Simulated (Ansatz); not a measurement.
## KTaO3, response to strain

The parent structure is KTaO3 in the cubic perovskite structure (space group Pm-3m, No. 221).

```
CELL_PARAMETERS angstrom
      4.02436     0.00000     0.00000
      0.00000     4.02436     0.00000
      0.00000     0.00000     4.02436
ATOMIC_POSITIONS crystal
  K  0.00000 0.00000 0.00000
  Ta 0.50000 0.50000 0.50000
  O  0.50000 0.00000 0.50000
  O  0.00000 0.50000 0.50000
  O  0.50000 0.50000 0.00000
```

Strains are applied to the cell and any free atomic positions relax.

Calculations: PBE in Ansatz (plane waves to 420 eV, PAW, spin-orbit coupling left out).

Notes on the quantities. energy relative to the base: free energy F.

```csv
case,volume per atom,smallest direct gap,energy relative to the base,band gap
base,13.04 Å³,2.78 eV,0 meV/atom,2.16 eV
isotropic strain −3.00 %,11.90 Å³,2.93 eV,+69 meV/atom,2.36 eV
isotropic strain −2.40 %,12.12 Å³,2.91 eV,+43 meV/atom,2.33 eV
isotropic strain −1.80 %,12.34 Å³,2.88 eV,+24 meV/atom,2.28 eV
isotropic strain −1.20 %,12.57 Å³,2.85 eV,+10 meV/atom,2.24 eV
isotropic strain −0.60 %,12.80 Å³,___,___,___
```

Some entries are withheld; estimate them.


- isotropic strain −0.60 %, smallest direct gap: 2.82 eV
- isotropic strain −0.60 %, energy relative to the base: +2.6 meV/atom
- isotropic strain −0.60 %, band gap: 2.20 eV

With Ta present, leaving out spin-orbit coupling can change the band edges. Stability against distortions was not tested.

Ansatz is a quantum-chemistry and plane-wave program.
